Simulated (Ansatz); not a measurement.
Consider WTe2 (space group Fm-3m, No. 225; a = 6.5690 Å; a hypothetical phase, not in the database extracts checked).

Structures relaxed with PBEsol (Ansatz, a first-principles code), no spin-orbit coupling.

Base:

Simulated powder pattern, Mo Kα, λ = 0.71073 Å (kinematic, ideal powder, no thermal factors, no anomalous dispersion; the 8 strongest lines at most, above 2 %, up to 2θ = 40°):

| 2θ (°) | I/Imax (%) | hkl |
|---|---|---|
| 10.75 | 41 | (111) |
| 17.60 | 100 | (220) |
| 20.67 | 24 | (311) |
| 24.99 | 19 | (400) |
| 27.28 | 11 | (331) |
| 30.74 | 41 | (422) |
| 32.65 | 8.7 | (511) |
| 35.64 | 13 | (440) |

After one change:

Simulated powder pattern, Mo Kα, λ = 0.71073 Å (kinematic, ideal powder, no thermal factors, no anomalous dispersion; the 8 strongest lines at most, above 2 %, up to 2θ = 40°):

```
2θ (°)  I/Imax (%)
------  ----------
11.42           41
18.70          100
21.97           24
26.57           19
29.01           11
32.69           40
34.74          8.5
37.93           12
```

Q: Which change produced these results?
(A) pressure 9 GPa
(B) pressure 0.9 GPa
(C) pressure 2.1 GPa
(D) pressure 30 GPa

A: D, pressure 30 GPa. Its volume per atom is 19.72 Å³ against 23.62 Å³, and its space group is Fm-3m (No. 225).

Load acts through the strain it causes; cell and atoms are relaxed under it. Whether these cells are dynamically stable was not tested. No other phases were tried under pressure. All final runs are without spin polarisation. WTe2 has a high density of states at the Fermi level and may be magnetic at this level.
